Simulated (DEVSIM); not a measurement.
Device: CdS/CdTe n-p heterojunction, at 300 K.

Layer 1 from the left is CdS, thickness (μm) 0.730, Nd (cm⁻³) 1.1e18, τn (s) 3.2e-10, τp (s) 3.2e-10. Layer 2 from the left is CdTe, thickness (μm) 0.210, Na (cm⁻³) 2.6e17, τn (s) 3.2e-10, τp (s) 3.2e-10.

Left contact: ohmic. Right contact: ohmic. Voltage is applied to the left contact. Recombination: SRH at mid-gap. Mobility is constant in doping.

Constants are typed, rounded textbook-type inputs, not results; the design itself was drawn at random and stands for no fabricated device. Values at 300 K.

CdS: gap (eV) 2.4, affinity (eV) 4.3, permittivity 9, Nc (cm⁻³) 2.2e18, Nv (cm⁻³) 1.8e19, μn (cm²/Vs) 300, μp (cm²/Vs) 25. CdTe: gap (eV) 1.5, affinity (eV) 4.28, permittivity 10.2, Nc (cm⁻³) 8e17, Nv (cm⁻³) 1.8e19, μn (cm²/Vs) 1000, μp (cm²/Vs) 80.

DEVSIM, 1D drift-diffusion, Boltzmann statistics, complete ionisation; no tunnelling, impact ionisation, image-force lowering or self-heating. Band offsets follow the typed affinities; no thermionic-emission limit at abrupt steps, no polarisation charge.

### Question
What does the simulation give for the largest field in the device at zero bias, the dark forward voltage at 100 A/cm², the dark forward voltage at 1 A/cm², the potential step across the device at zero bias?

### Answer
largest field in the device at zero bias 350000 V/cm; dark forward voltage at 100 A/cm² 1.197 V; dark forward voltage at 1 A/cm² 1.071 V; potential step across the device at zero bias 1.353 V.
